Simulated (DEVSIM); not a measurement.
Device: illuminated GaAs p-on-n cell, one wavelength, at 350 K.

| layer (left to right) | material | thickness (μm) | Nd (cm⁻³) | Na (cm⁻³) | τn (s) | τp (s) | absorption coefficient (cm⁻¹) |
|---|---|---|---|---|---|---|---|
| 1 | GaAs | 0.140 | - | 1.1e18 | 1.2e-9 | 3.6e-10 | 12000 |
| 2 | GaAs | 1.20 | 1.4e16 | - | 2e-8 | 2e-8 | 12000 |

Left contact: ohmic, minority electron recombination velocity 9e6 cm/s. Right contact: ohmic, minority hole recombination velocity 80000 cm/s. Voltage is applied to the left contact. Recombination: SRH at mid-gap, radiative, Auger. Light enters at the left, 1.4e17 photons cm⁻² s⁻¹, one pass, no reflection. Mobility is μmin + (μ − μmin)/(1 + (N/Nref)^α).

The device is made up for the run: typed textbook-type constants, with dimensions and the other settings drawn at random. Values at 300 K; Nc and Nv go as T^1.5, mobilities as T to minus their exponent, the gap by Varshni's rule with the affinity fixed.

```
parameter             GaAs
----------------  --------
gap (eV)             1.424
affinity (eV)         4.07
permittivity          12.9
Nc (cm⁻³)           4.7e17
Nv (cm⁻³)             9e18
μn (cm²/Vs)           8500
μp (cm²/Vs)            400
μn,min                 500
μp,min                  20
Nref,n                6e16
Nref,p              1.5e17
αn                    0.39
αp                    0.38
T exponent of μn       2.1
T exponent of μp       2.2
B (cm³/s)            2e-10
Cn (cm⁶/s)           1e-30
Cp (cm⁶/s)           1e-30
Varshni α (eV/K)  0.000541
Varshni β (K)          204
```

DEVSIM, 1D drift-diffusion, Boltzmann statistics, complete ionisation; no tunnelling, impact ionisation, image-force lowering or self-heating.

The photon flux was swept, all else fixed.

```json
[
 {"photon flux (cm^-2 s^-1)": "4.2e15", "open-circuit voltage (V)": "0.675", "fill factor": "0.74", "largest power (mW/cm²)": "0.224", "short-circuit current (mA/cm²)": "0.447"},
 {"photon flux (cm^-2 s^-1)": "1.4e16", "open-circuit voltage (V)": "0.720", "fill factor": "0.77", "largest power (mW/cm²)": "0.823", "short-circuit current (mA/cm²)": "1.49"},
 {"photon flux (cm^-2 s^-1)": "4.2e16", "open-circuit voltage (V)": "0.758", "fill factor": "0.78", "largest power (mW/cm²)": "2.65", "short-circuit current (mA/cm²)": "4.47"},
 {"photon flux (cm^-2 s^-1)": "1.4e17", "open-circuit voltage (V)": "0.798", "fill factor": "0.79", "largest power (mW/cm²)": "9.46", "short-circuit current (mA/cm²)": "14.9"},
 {"photon flux (cm^-2 s^-1)": "4.2e17", "open-circuit voltage (V)": "0.833", "fill factor": "0.80", "largest power (mW/cm²)": "29.9", "short-circuit current (mA/cm²)": "44.7"},
 {"photon flux (cm^-2 s^-1)": "1.4e18", "open-circuit voltage (V)": "0.871", "fill factor": "0.81", "largest power (mW/cm²)": "105", "short-circuit current (mA/cm²)": "149"},
 {"photon flux (cm^-2 s^-1)": "4.2e18", "open-circuit voltage (V)": "0.905", "fill factor": "0.81", "largest power (mW/cm²)": "329", "short-circuit current (mA/cm²)": "447"}
]
```

From the first row to the last the open-circuit voltage goes from 0.675 to 0.905. From the first row to the last the fill factor goes from 0.74 to 0.81.
